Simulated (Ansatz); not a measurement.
An ideal cubic perovskite cell is held by its symmetry; such compounds can tilt or shift off centre at room temperature.

# Evanescent states of BaTiO$_{3}$ (Pm-3m, cubic perovskite, 5 atoms a cell, 12.9 Å³ an atom, -2 GPa at this level) along the normal of (001)

Method: r2SCAN (plane waves, PAW; Ansatz, a quantum-chemistry and plane-wave program).

The gap is the functional's own. No spin-orbit coupling. Mid-gap values are those at the computed energy nearest the middle.

Energies count from the valence-band top; κ is the least over a 8×8 mesh across the current.

| E (eV) | κ (1/Å) | where |
|---|---|---|
| 0.06 | 0.107 | off Γ |
| 0.17 | 0.145 | Γ |
| 0.28 | 0.167 | Γ |
| 0.39 | 0.185 | Γ |
| 0.49 | 0.200 | Γ |
| 0.60 | 0.213 | Γ |
| 0.71 | 0.223 | Γ |
| 0.82 | 0.232 | Γ |
| 0.94 | 0.240 | Γ |
| 1.04 | 0.247 | Γ |
| 1.16 | 0.253 | Γ |
| 1.26 | 0.258 | Γ |
| 1.38 | 0.255 | Γ |
| 1.49 | 0.242 | Γ |
| 1.59 | 0.226 | Γ |
| 1.71 | 0.207 | Γ |
| 1.81 | 0.183 | Γ |
| 1.93 | 0.153 | Γ |
| 2.04 | 0.111 | Γ |
| 2.15 | 0.015 | Γ |

Task: How thick must the barrier be to attenuate the transmission by 10^6 when the electrodes' Fermi level lies at 2.04 eV, and what attenuation does that film give at 0.71 eV?

Result: d = 6 ln 10 / (2 × 0.111) = 62.2 Å. At 0.71 eV it gives 6 × 0.223/0.111 = 12.1 decades.
